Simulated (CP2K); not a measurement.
Input and output of a self-consistent single point for YTi2Ga4 (I4/mmm, 7 atoms in the cell) (CP2K).

Method: PBEsol, GPW, DZVP-MOLOPT-SR-GTH basis, GTH-PBE potentials (GTH_POTENTIALS) in CP2K 2026.2.

The change in words: lattice scaled by 0.98. Reference geometry:
```yaml
crystal:
  lattice:
    - [5.52576, 0.00000, 0.00000]
    - [-2.80754, 4.75938, 0.00000]
    - [-1.35911, -2.37969, 4.79832]
  atoms:
    - { symbol: Y, position: [0.00000, 0.00000, 0.00000] }
    - { symbol: Ti, position: [0.75000, 0.25000, 0.50000] }
    - { symbol: Ti, position: [0.25000, 0.75000, 0.50000] }
    - { symbol: Ga, position: [0.30349, 0.69651, 0.00000] }
    - { symbol: Ga, position: [0.69651, 0.30349, 0.00000] }
    - { symbol: Ga, position: [0.69651, 0.69651, 0.39302] }
    - { symbol: Ga, position: [0.30349, 0.30349, 0.60698] }
```

Reference input (self-consistent single point, DFT PBEsol, GPW, DZVP-MOLOPT-SR-GTH basis, GTH-PBE potentials (GTH_POTENTIALS)): CUTOFF = 600 Ry; REL_CUTOFF = 40 Ry; SMEAR/METHOD = GAUSSIAN; SIGMA = 0.136 eV; KPOINTS/SCHEME = MONKHORST-PACK 5 5 5; XC_FUNCTIONAL = PBE:PBESOL; Y/BASIS_SET = DZVP-MOLOPT-SR-GTH; Y/POTENTIAL = GTH-PBE-q11; Ti/BASIS_SET = DZVP-MOLOPT-SR-GTH; Ti/POTENTIAL = GTH-PBE-q12; Ga/BASIS_SET = DZVP-MOLOPT-SR-GTH; Ga/POTENTIAL = GTH-PBE-q13. This run's input differs from it in these lines:

```diff
@@ -65,4 +65,4 @@
     &CELL
-      ABC 5.52575500 5.52575494 5.52575463
-      ALPHA_BETA_GAMMA 104.23851067 104.23850312 120.53617359
+      ABC 5.41524000 5.41523988 5.41523982
+      ALPHA_BETA_GAMMA 104.23850311 104.23850411 120.53618267
       PERIODIC XYZ
```

Output (repeated stretches shortened):

```
 SCF WAVEFUNCTION OPTIMIZATION

  Step     Update method      Time    Convergence         Total energy    Change
     1 NoMix/Diag. 0.20E+00      -     1.64762802      -453.8437388666 -4.54E+02
     2 Broy./Diag. 0.20E+00      -     0.07149088      -454.0333935672 -1.90E-01
     3 Broy./Diag. 0.20E+00      -     0.03428830      -453.9579850847  7.54E-02
     4 Broy./Diag. 0.20E+00      -     0.04911956      -452.7422407797  1.22E+00
     5 Broy./Diag. 0.20E+00      -     0.00447442      -452.2921620058  4.50E-01
     6 Broy./Diag. 0.20E+00      -     0.00256170      -452.2591575815  3.30E-02
   [... 8 lines left out ...]
    15 Broy./Diag. 0.20E+00      -     0.00000045      -452.2944372644  1.20E-05
    16 Broy./Diag. 0.20E+00      -     0.00000027      -452.2944426439 -5.38E-06
    17 Broy./Diag. 0.20E+00      -     0.00000014      -452.2944437466 -1.10E-06
    18 Broy./Diag. 0.20E+00      -     0.00000002      -452.2944430289  7.18E-07
  *** SCF run converged in    18 steps ***

  Overlap energy of the core charge distribution:               0.00000000014093
  Self energy of the core charge distribution:               -674.83376632342697
  Core Hamiltonian energy:                                    187.00891307946523
  Hartree energy:                                              95.30518415811865
  Exchange-correlation energy:                                -59.77293625990761
  Smearing free energy correction:                             -0.00183768338477
  Fermi energy:                                                 0.33421128755022

  Total energy:                                              -452.29444302892784
  Total energy (extrapolated to sigma->0):                   -452.29352418723545

                     Mulliken Population Analysis

   [... lines left out ...]

 STRESS| Analytical stress tensor [bar]
 STRESS|                        x                   y                   z
 STRESS|      x        1.74005018011E+04  -3.35329440269E+03   4.30050192410E+00
 STRESS|      y       -3.35329440269E+03   1.34443577487E+04   7.52898062325E+00
 STRESS|      z        4.30050192410E+00   7.52898062325E+00   1.93648742466E+04
 STRESS| 1/3 Trace                                             1.67365779321E+04
```

The run converged in 18 iterations. Against the reference run the free energy goes down by 11.0 meV/atom, the pressure goes from -4.40 to 1.67 GPa and the largest force goes from 0.029 to 0.068 eV/Å.

The starting cell comes from a database of computed structures (which also holds hypothetical and non-ambient phases and stackings), without a prior relaxation at this level. Its lattice was rescaled by a random factor within 2.5 % of one. For this run, on top of that: lattice scaled by 0.98. Spin polarisation is off. Values carry the incompleteness of an atom-centred basis. The potentials were made for another functional than the one used.

Cost on one core of a shared machine: roughly 5 min.
